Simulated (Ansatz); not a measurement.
Pd: x(Pt) = 0.25, 4 atoms, P4/mmm

Base system: Pd in the fcc (Cu type) structure (space group Fm-3m, No. 225; a = 3.908 Å).

The other end (x = 1) is Pt in the fcc (Cu type) structure (space group Fm-3m, No. 225): 15.29 Å³/atom, gap zero.

Perturbation: Pt replaces 25.0 % of the Pd, ordered in a cell of 4 atoms (starting symmetry P4/mmm) and fully relaxed.

Computed with r2SCAN (Ansatz, a quantum-chemistry and plane-wave program; PAW; 500 eV plane waves; spin-orbit coupling left out). Γ-centred 17×17×6 mesh, Fermi–Dirac width 0.05 eV, for the changed cell.

```json
[
 {"quantity": "volume per atom", "base": "14.93 Å³", "changed": "14.99 Å³", "shift": "+0.06 Å³"},
 {"quantity": "shortest interatomic distance", "base": "2.764 Å", "changed": "2.761 Å", "shift": "-0.0023 Å"},
 {"quantity": "band gap", "base": "zero", "changed": "zero", "shift": "–"},
 {"quantity": "mixing energy (to 0.01 eV only: unlike meshes or grids)", "base": "–", "changed": "-0.02 eV/atom", "shift": "–"},
 {"quantity": "deviation of the volume from the linear (Vegard-type) interpolation", "base": "–", "changed": "-0.2 %", "shift": "–"}
]
```

Final structure:

```
Pd3Pt
1.0
    2.77449     0.00000     0.00000
    0.00000     2.77449     0.00000
    0.00000     0.00000     7.78837
Pd Pt
3 1
Direct
  0.00000   0.00000   0.74950
  0.50000   0.50000   0.50000
  0.00000   0.00000   0.25050
  0.50000   0.50000   0.00000
```

Cost of the whole job for the changed cell (relaxation, final SCF and bands): about 8 core-minutes (a rough figure).

Each cell is one ordered arrangement of few atoms, which overstates ordering effects compared with a random alloy. Stability against distortions was not tested. The final runs are not spin-polarised. Pt lies near a magnetic instability that expansion can trigger; it was not tested. Pd3Pt and Pd have a high density of states at the Fermi level and may be magnetic at this level.
